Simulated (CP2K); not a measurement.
# Short convergence ladders for a (110) slab of SnTe (cut from a parent of space group no. 225; 8 atoms in the cell)

```yaml
crystal:
  lattice:
    - [6.28840, 0.00000, 0.00000]
    - [0.00000, 4.44657, 0.00000]
    - [0.00000, 0.00000, 20.66979]
  atoms:
    - { symbol: Sn, position: [0.00000, 0.25000, 0.44622] }
    - { symbol: Sn, position: [0.50000, 0.75000, 0.33866] }
    - { symbol: Sn, position: [0.00000, 0.25000, 0.66134] }
    - { symbol: Sn, position: [0.50000, 0.75000, 0.55378] }
    - { symbol: Te, position: [0.00000, 0.75000, 0.33866] }
    - { symbol: Te, position: [0.50000, 0.25000, 0.44622] }
    - { symbol: Te, position: [0.00000, 0.75000, 0.55378] }
    - { symbol: Te, position: [0.50000, 0.25000, 0.66134] }
```

Base method: PBEsol, GPW, DZVP-MOLOPT-SR-GTH basis, GTH-PBE potentials (GTH_POTENTIALS) (CP2K).

Base settings: CUTOFF = 400 Ry; REL_CUTOFF = 60 Ry; SMEAR/METHOD = FERMI_DIRAC; ELECTRONIC_TEMPERATURE = 116.05 K; KPOINTS/SCHEME = MACDONALD 2 3 1 0.25 0 0; XC_FUNCTIONAL = PBE:PBESOL; Sn/BASIS_SET = DZVP-MOLOPT-SR-GTH; Sn/POTENTIAL = GTH-PBE-q4; Te/BASIS_SET = DZVP-MOLOPT-SR-GTH; Te/POTENTIAL = GTH-PBE-q6.

Core times come from one kind of shared machine, to one figure; runs under 30 s give none.

**The vacuum**

The mesh stays at the base's, so the ladder's end is converged at best in this setting alone.

Only quantities that move along the ladder and can be compared are tabulated; forces are left out, as grid noise moves with the cell; the gap is left out on so coarse a mesh.

| vacuum between outermost atoms (Å) | free energy less the last step's (meV/atom) | core time / last (rough) |
|---|---|---|
| 3.0 | -58.71 | – |
| 4.0 | -25.54 | – |
| 5.0 | -7.95 | 0.5 |
| 6.0 | -2.61 | – |
| 7.0 | -0.92 | – |
| 8.0 | -0.27 | – |
| 10.0 | -0.02 | – |
| 12.0 | -0.01 | – |
| 14.0 | 0.00 | 0.6 |
| 17.0 | 0.00 | 0.5 |
| 20.0 | 0.00 | 0.7 |
| 25.0 | 0.00 | 0.7 |
| 30.0 | 0.00 | 1 |

Smallest vacuum between outermost atoms (Å) that holds the free energy within 2 meV/atom of the last step, with all finer ones: 7.0; the step before is off by 2.6 meV/atom.

**The k-point mesh**

Only quantities that move along the ladder and can be compared are tabulated.

```csv
KPOINTS/SCHEME,free energy less the last step's (meV/atom),largest difference of a force vector from the last step's (eV/Å)
MACDONALD 1 2 1 0 0.25 0,-660.33,0.669
MACDONALD 2 2 1 0.25 0.25 0,207.47,0.619
MACDONALD 2 3 1 0.25 0 0,116.70,0.493
MACDONALD 3 4 1 0 0.125 0,-30.50,0.127
MACDONALD 4 5 1 0.125 0 0,2.69,0.103
MACDONALD 4 6 1 0.125 0.08333333333 0,4.91,0.101
MACDONALD 5 6 1 0 0.08333333333 0,0.13,0.035
MACDONALD 5 8 1 0 0.0625 0,-0.09,0.044
MACDONALD 6 9 1 0.08333333333 0 0,0.51,0.033
MACDONALD 7 10 1 0 0.05 0,0.12,0.023
MACDONALD 9 12 1 0 0.04166666667 0,0.40,0.008
MACDONALD 10 14 1 0.05 0.03571428571 0,0.00,0.000
```

Coarsest KPOINTS/SCHEME that holds the free energy within 1 meV/atom of the last step, with all finer ones: MACDONALD 5 6 1 0 0.08333333333 0; the step before is off by 4.9 meV/atom.

On the base run: the starting cell has typed, rounded lattice constants, without a prior relaxation at this level. The slab is cut from that crystal, and its faces are unrelaxed. Its lattice was rescaled by up to half a per cent. Spin polarisation is off, though cut faces can carry moments; a gap of a slab can lie between surface states. Values carry the incompleteness of an atom-centred basis. The potentials were made for another functional than the one used. In the base run, forces exceed 1 eV/Å.

Left out of this page: 1 run of the series outside the window shown, repeating another row's setting, or not comparable.
